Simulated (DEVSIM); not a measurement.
## Schottky contact on n-type Si

Structure: Schottky contact on n-type Si, at 300 K.

```
layer (left to right)  material  thickness (μm)  Nd (cm⁻³)  τn (s)  τp (s)
---------------------  --------  --------------  ---------  ------  ------
1                            Si           0.360     3.4e15  1.3e-6  1.3e-6
2                            Si            12.0     3.9e16  1.3e-6  1.3e-6
```

Left contact: Schottky, work function 4.85 eV, emission velocity 8.9e6 cm/s. Right contact: ohmic. Voltage is applied to the left contact. Recombination: SRH at mid-gap, Auger. Mobility is constant in doping.

The device is made up for the run: typed textbook-type constants, with dimensions and the other settings drawn at random. Values at 300 K.

| parameter | Si |
|---|---|
| gap (eV) | 1.124 |
| affinity (eV) | 4.05 |
| permittivity | 11.7 |
| Nc (cm⁻³) | 2.86e19 |
| Nv (cm⁻³) | 3.1e19 |
| μn (cm²/Vs) | 1417 |
| μp (cm²/Vs) | 470 |
| Cn (cm⁶/s) | 2.8e-31 |
| Cp (cm⁶/s) | 9.9e-32 |

DEVSIM, 1D drift-diffusion, Boltzmann statistics, complete ionisation; no tunnelling, impact ionisation, image-force lowering or self-heating. Metal contacts follow the ideal Schottky-Mott rule: no Fermi-level pinning, no interface dipoles.

The potential step across the device at zero bias is 0.629 V and the dark forward voltage at 1 A/cm² comes out as 0.357 V. The dark forward voltage at 100 A/cm² comes out as 0.499 V.

Dark reverse current:

```csv
V (V),J (A/cm²)
-0.20,-1.2e-6
-0.50,-1.3e-6
-1.00,-1.3e-6
-1.50,-1.4e-6
-2.00,-1.4e-6
-3.00,-1.4e-6
-4.00,-1.4e-6
-5.00,-1.4e-6
-6.50,-1.5e-6
-8.00,-1.5e-6
-10.00,-1.5e-6
```

Small-signal capacitance in reverse bias (quasi-static):

```tsv
V (V)	C (nF/cm²)
-0.2	27.8
-0.5	26.5
-1	25.0
-1.5	23.9
-2	22.9
-3	21.3
-4	19.9
-5	18.8
-6.5	17.4
-8	16.3
-10	15.1
```
